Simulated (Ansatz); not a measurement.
Effective masses and thermopower of GaSe (P6_3/mmc)

Consider the following.

```
CELL_PARAMETERS angstrom
      3.70462     0.00000     0.00000
     -1.85231     3.20829     0.00000
      0.00000     0.00000    15.51457
ATOMIC_POSITIONS crystal
  Ga 0.33333 0.66667 0.17226
  Ga 0.66667 0.33333 0.82774
  Ga 0.66667 0.33333 0.67226
  Ga 0.33333 0.66667 0.32774
  Se 0.33333 0.66667 0.59626
  Se 0.66667 0.33333 0.40374
  Se 0.66667 0.33333 0.09626
  Se 0.33333 0.66667 0.90374
```

Calculation: PBEsol+D3BJ, rigid bands (plane waves, PAW, scalar-relativistic; Ansatz, a first-principles code). Cell: cell and atoms relaxed with PBEsol+d3bj.

| Item | Value |
|---|---|
| band gap | 0.83 eV |
| electron conductivity mass (300 K, dilute) | 0.31 (x), 0.31 (y), 0.46 (z) mₑ |
| effective density of states N_c (300 K) | 1.8e19 cm⁻³ |
| density-of-states mass, electrons | 0.80 mₑ |
| Seebeck coefficient, n-type 1e19 cm⁻³, 300 K | -273 μV/K |
| best n-type power factor at 300 K for τ = 10 fs (best axis; densities from 1e16 to 1e21 cm⁻³ tried, whether or not they can be reached) | 22 μW/(cm·K²) at 3e20 cm⁻³ |

Rigid bands; masses and Seebeck coefficients take one relaxation time τ for all states and one kind of carrier; polarons and phonon drag are left out. Spin-orbit coupling is left out. Geometry: cell and atoms relaxed with PBEsol+D3(BJ).

PBEsol with a dispersion correction tends to overbind, so the cell can be several per cent short, in bad cases over ten, which usually narrows a gap: GaSe (P6_3/mmc).
